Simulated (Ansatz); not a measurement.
Ansatz (a first-principles code), DFT, PBEsol, plane waves, its default PAW files: Rb2Te3, atoms displaced (from the phase in space group 62, mp-2095) (Rb8Te12), 20 atoms. Basis and mesh were picked for this test and aren't claimed converged.

cell: 16.25, 10.75, 4.79 Å; 90, 90, 90°
distance to the nearest atom: 2.78 to 3.70 Å
task: single point
k mesh: 1×2×4
hamiltonian.xc: pbesol
kind of files: paw
scf.occupations.method: fermi_dirac
scf.occupations.width: 0.05 eV
output.forces: true
binding of workers (--pin): off
k-point pools (--kpoint-pools): 1
memory maximum (--max-ram): 8GiB
accuracy: medium (default)
basis.precision: auto (default)
basis.xc_grid: 2 (default)
scf.mixing.algorithm: auto (default)
scf.mixing.preconditioner: auto (default)
scf.convergence.dr2_threshold: 8.37204e-07 (default)
scf.lower_state_search: light (default)
k-points after symmetry: 6
bands at the start: 152
electrons: 264
plane waves at Γ: 16289
cutoff (eV): 420
FFT grid: 120×72×36
symmetry operations: 1

One run each.

All on 4 threads. Base settings, kept where nothing else is said: scf.eigensolver.kind = auto (default), scf.eigensolver.mixed_precision = false (default), scf.eigensolver.cushion = auto (default), scf.eigensolver.full_accuracy = false (default), scf.algorithm = auto (default) (scf.eigensolver.max_subspace_factor, scf.eigensolver.real_solve not set). The settings tried:
- scf.algorithm = direct_min
- the base settings
- scf.eigensolver.kind = davidson, scf.eigensolver.mixed_precision = true
- scf.eigensolver.mixed_precision = true
- scf.algorithm = density_mixing
- scf.eigensolver.full_accuracy = true
- scf.eigensolver.real_solve = false
- scf.eigensolver.kind = davidson, scf.eigensolver.cushion = true
- scf.eigensolver.kind = davidson
- scf.eigensolver.kind = davidson, scf.eigensolver.max_subspace_factor = 2
- scf.eigensolver.kind = davidson, scf.eigensolver.max_subspace_factor = 6

Predict which of these converge in the fewest applications of H to a band.

Fewest applications of H to a band, with those close behind: scf.eigensolver.real_solve = false (15215); the base settings (15872); scf.algorithm = density_mixing (15872). Most among those that reach the base run's result: scf.algorithm = direct_min (59444). All converged. In the base run the program took: scf.mixing.algorithm MSR1, scf.eigensolver.kind band_cg, --slots 4.

```
setting                                                                   applications of H to a band  SCF iterations        end
------------------------------------------------------------------------  ---------------------------  --------------  ---------
scf.eigensolver.real_solve = false                                                              15215               8  converged
the base settings                                                                               15872               8  converged
scf.algorithm = density_mixing                                                                  15872               8  converged
scf.eigensolver.kind = davidson, scf.eigensolver.max_subspace_factor = 6                        20774               7  converged
scf.eigensolver.kind = davidson                                                                 20876               7  converged
scf.eigensolver.kind = davidson, scf.eigensolver.mixed_precision = true                         20908               7  converged
scf.eigensolver.mixed_precision = true                                                          20908               7  converged
scf.eigensolver.kind = davidson, scf.eigensolver.cushion = true                                 22302               7  converged
scf.eigensolver.kind = davidson, scf.eigensolver.max_subspace_factor = 2                        24782               8  converged
scf.eigensolver.full_accuracy = true                                                            37778               7  converged
scf.algorithm = direct_min                                                                      59444               8  converged
```

An iteration's cost differs between solvers, so these counts don't give the time.

Keys are those of Ansatz 0.2.
